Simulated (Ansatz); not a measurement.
For BSi6As (model structure, I-42m, No. 121, 8 atoms in the cell), LDA in Ansatz (PAW) gives:

```
Quantity                               Value
------------------------------  ------------
equilibrium lattice constant a       5.217 Å
lattice parameter c                 10.420 Å
bulk modulus                         104 GPa
cohesive energy                 5.37 eV/atom
```

Task: What does r²SCAN in Ansatz (plane waves, PAW) give for the same quantities?

Result: 
- lattice constant a: 5.265 Å (increases by 0.9 %)
- lattice parameter c: 10.505 Å (grows by 0.8 %)
- bulk modulus: 103 GPa (hardly moves)
- cohesive energy: 4.65 eV/atom (shrinks by 0.72 eV/atom)

Changes are worked out from the printed values.

Unless a cell is named, each level is at its own relaxed cell (LDA 17.73, r²SCAN 18.20 Å³/atom).

Caveats: the bulk modulus is −V dP/dV from two relaxed cells at ±2 % in volume (LDA, r²SCAN). Ansatz's density-functional and Hartree–Fock values are scalar-relativistic unless marked +SOC, with PAW data made under PBE.

A model structure was made by putting elements into a prototype or built by hand; it is no filed structure, need not be a known phase, and can be a saddle point held by its symmetry.

Ansatz is an electronic-structure program.
